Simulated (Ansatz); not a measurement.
**How well does each level of theory give the bulk modulus of rock-salt TaC?**

Reference value: 305 ± 5 GPa (measured, room temperature, no zero-point or thermal correction, our sources range from 305 to 345; as tabulated in Speziale et al., equation of state of TaC (DESY record 425561)).

Question: What do LDA, PBE, PBEsol-D3(BJ), PBE0, Hartree–Fock give, and how far is each from the reference?

Answer: 
```json
[
 {"level (code)": "LDA (Ansatz)", "value (GPa)": "359", "cell (Å³/atom)": "10.75", "difference (%)": "+17.7"},
 {"level (code)": "PBE (Ansatz)", "value (GPa)": "324", "cell (Å³/atom)": "11.21", "difference (%)": "+6.2"},
 {"level (code)": "PBEsol-D3(BJ) (Ansatz)", "value (GPa)": "360", "cell (Å³/atom)": "10.72", "difference (%)": "+18.0"},
 {"level (code)": "PBE0 (Ansatz)", "value (GPa)": "354", "cell (Å³/atom)": "11.00", "difference (%)": "+16.1"},
 {"level (code)": "Hartree–Fock (Ansatz)", "value (GPa)": "358", "cell (Å³/atom)": "11.34", "difference (%)": "+17.4"}
]
```

The levels aren't ranked against this reference (sources at odds).

The measured value isn't corrected to a static lattice, so vibrations enter the comparison. A static lattice is as a rule stiffer than a warm one, by over a tenth in soft solids.  Density-functional levels without +SOC have no spin–orbit coupling. Each level is taken at its own relaxed cell. Cutoffs and k meshes differ between the levels. Ansatz's density-functional and Hartree–Fock values are scalar-relativistic unless marked +SOC, with PAW data made under PBE.

Differences are worked out from the printed values.

Ansatz is a program for electronic structure.
